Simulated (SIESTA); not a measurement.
SIESTA run on HfC (I4mm, 2 atoms in the cell): relaxation of the atoms.

Method: SIESTA with LDA PW92, numerical atomic orbitals DZP, PseudoDojo LDA standard norm-conserving potentials (rewritten from UPF to PSML).

The change in words: one atom moved by 0.15 angstrom; MD.TypeOfRun: default → Broyden; MD.Steps: default → 40; MD.MaxForceTol: default → 0.01 eV/Ang. Reference geometry:
```xyz
2
Lattice="0.0000 2.3316 2.3316 2.3316 0.0000 2.3316 2.3316 2.3316 0.0000" Properties=species:S:1:pos:R:3 pbc="T T T"
Hf     0.0000     0.0000     0.0000
C      2.3316     2.3316     2.3316
```

Reference input (self-consistent single point, DFT, LDA PW92, numerical atomic orbitals DZP, PseudoDojo LDA standard norm-conserving potentials (rewritten from UPF to PSML)): XC.functional = LDA; XC.authors = PW92; potentials = PseudoDojo LDA standard; PAO.BasisSize = DZP; PAO.EnergyShift = 0.01 Ry; MeshCutoff = 400 Ry; kgrid.MonkhorstPack = 6 6 6; OccupationFunction = FD; ElectronicTemperature = 1160.45 K; MaxSCFIterations = 150; SCF.Mixer.Method = Pulay; SCF.Mixer.Weight = 0.25. This run's input differs from it in these lines:

```diff
@@ -18,3 +18,3 @@
 %block AtomicCoordinatesAndAtomicSpecies
-     0.000000000    0.000000000    0.000000000  1
+     0.000000000    0.000000000    0.150001154  1
      2.331600000    2.331600000    2.331600000  2
@@ -41,2 +41,5 @@
 Diag.ParallelOverK           true
+MD.TypeOfRun                 Broyden
+MD.Steps                     40
+MD.MaxForceTol               0.01 eV/Ang
 WriteForces                  true
```

Log, with long lists cut:

```
        iscf     Eharris(eV)        E_KS(eV)     FreeEng(eV)     dDmax    Ef(eV) dHmax(eV)
   scf:    1    -1681.775253    -1695.887785    -1695.890546  1.522659 -5.765428  8.857310
   scf:    2    -1703.572205    -1701.006594    -1701.011734  0.179613 -4.742588  2.697544
   scf:    3    -1701.272706    -1701.198904    -1701.206643  0.056420 -4.645966  1.014482
   scf:    4    -1701.237796    -1701.221049    -1701.228785  0.046765 -4.772628  0.112204
   scf:    5    -1701.221337    -1701.221235    -1701.229049  0.004016 -4.779334  0.017198
   scf:    6    -1701.221182    -1701.221209    -1701.229063  0.002805 -4.782535  0.005769
   scf:    7    -1701.221157    -1701.221186    -1701.229063  0.000438 -4.782104  0.005987
   scf:    8    -1701.221204    -1701.221196    -1701.229065  0.000168 -4.782635  0.001089
   scf:    9    -1701.221199    -1701.221198    -1701.229065  0.000033 -4.782704  0.000144
SCF Convergence by DM+H criterion
max |DM_out - DM_in|         :     0.0000327402
max |H_out - H_in|      (eV) :     0.0001436263
SCF cycle converged after 9 iterations

Using DM_out to compute the final energy and forces

siesta: E_KS(eV) =            -1701.2212

siesta: E_KS - E_eggbox =     -1701.2212

siesta: Atomic forces (eV/Ang):
     1    0.000000    0.000000   -1.085440
     2    0.000000    0.000000    1.084784
   Tot    0.000000    0.000000   -0.000656
   Max    1.085440
   Res    0.626490    sqrt( Sum f_i^2 / 3N )
   Max    1.085440    constrained

Stress tensor Voigt[x,y,z,yz,xz,xy] (kbar):      147.93      147.93       86.48       -0.00       -0.00       -0.00
(Free)E + p*V (eV/cell)    -1703.2457
Target enthalpy (eV/cell)    -1701.2291

Broyden_optim: max_history for broyden:   5
Broyden_optim: cycle on maxit: T
   [... lines left out ...]
outcell: Cell volume (Ang**3)        :     25.3508
        iscf     Eharris(eV)        E_KS(eV)     FreeEng(eV)     dDmax    Ef(eV) dHmax(eV)
siesta: FreeEng =     -1701.306124
   [... lines left out ...]
siesta:     0.092218    0.000000    0.000000
siesta:     0.000000    0.092218    0.000000
siesta:     0.000000    0.000000    0.092167

siesta: Cell volume =         25.350827 Ang**3

siesta: Pressure (static):
siesta:                Solid            Molecule  Units
siesta:          -0.00100420         -0.00100187  Ry/Bohr**3
siesta:          -0.09220111         -0.09198709  eV/Ang**3
siesta:        -147.72247156       -147.37956181  kBar
```

The run converged. 

Summary of the result:
- Free energy E − TS = -1701.3061 eV
- Fermi level (on the code's own zero) = -4.90 eV
- Pressure = -14.77 GPa
- Largest force (vector length) = 0.009 eV/Å
- Relaxation steps = 12

The starting cell has typed, rounded lattice constants, without a prior relaxation at this level. Its lattice was rescaled by up to half a per cent. For this run, on top of that: one atom moved by 0.15 angstrom. Values carry the incompleteness of an atom-centred basis.

Cost on one core of a shared machine: roughly 2 min.
